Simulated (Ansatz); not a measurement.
System: L1₀ (CuAu-type) TiAl. Method: rVV10 in Ansatz (plane waves, PAW).

Settings: plane-wave cutoff 520 eV, 20×20×14 k mesh (along the axes of the cell as run), Fermi–Dirac smearing 0.05 eV, no spin polarisation, scalar-relativistic PAW data made under PBE.

A third-order Birch–Murnaghan fit to the energies gives V0 = 16.176 Å³/atom, B0 = 116 GPa, B′ = 4.0.

```csv
V (Å³/atom),P (GPa)
15.529,?
15.853,?
16.176,0.00
16.500,-2.22
16.823,?
```

Estimate the withheld pressures from this fit; the answers are the runs' own values.


- 15.529, P (GPa): 5.15
- 15.853, P (GPa): 2.45
- 16.823, P (GPa): -4.23

The formula P = (3/2) B0 (x^(7/3) − x^(5/3)) [1 + (3/4)(B′ − 4)(x^(2/3) − 1)] with x = V0/V meets the computed pressures within 0.03 GPa when these rounded values are put in.

Shape and atoms are relaxed at each volume.

Note: the bulk modulus comes from volumes at which shape and atoms were relaxed.

Static lattice: no zero-point or thermal effects.

Ansatz is a program for electronic structure.
